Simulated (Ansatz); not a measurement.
**BAs, pressure series**

The parent structure is BAs in the zinc blende structure (space group F-43m, No. 216).

```
CELL_PARAMETERS angstrom
      0.00000     2.40468     2.40468
      2.40468     0.00000     2.40468
      2.40468     2.40468     0.00000
ATOMIC_POSITIONS crystal
  As 0.75000 0.75000 0.75000
  B  0.00000 0.00000 0.00000
```

Cell and atoms are relaxed at each pressure.

Calculations: PBE in Ansatz (plane waves to 420 eV, PAW, spin-orbit coupling left out), earlier PAW set.

| case | volume per atom | width of the top valence band | band gap |
|---|---|---|---|
| base | 13.91 Å³ | 5.07 eV | 1.21 eV |
| pressure −2 GPa | 14.12 Å³ | 4.98 eV | 1.22 eV |
| pressure −1 GPa | 14.01 Å³ | 5.02 eV | 1.22 eV |
| pressure 3 GPa | ___ | ___ | 1.19 eV |
| pressure 7 GPa | ___ | 5.35 eV | 1.16 eV |
| pressure 15 GPa | 12.65 Å³ | 5.63 eV | 1.11 eV |
| pressure 30 GPa | 11.80 Å³ | 6.08 eV | 1.03 eV |
| pressure 50 GPa | 10.98 Å³ | 6.58 eV | 0.95 eV |
| pressure 75 GPa | 10.22 Å³ | 7.10 eV | 0.86 eV |
| pressure 100 GPa | 9.64 Å³ | 7.54 eV | 0.79 eV |

Task: Complete the table.

Result: 
- pressure 3 GPa, volume per atom: 13.61 Å³
- pressure 3 GPa, width of the top valence band: 5.19 eV
- pressure 7 GPa, volume per atom: 13.25 Å³

Load acts through the strain it causes; cell and atoms are relaxed under it. Stability against distortions was not tested. No other phases were tried under pressure.

Ansatz is a program for electronic structure.
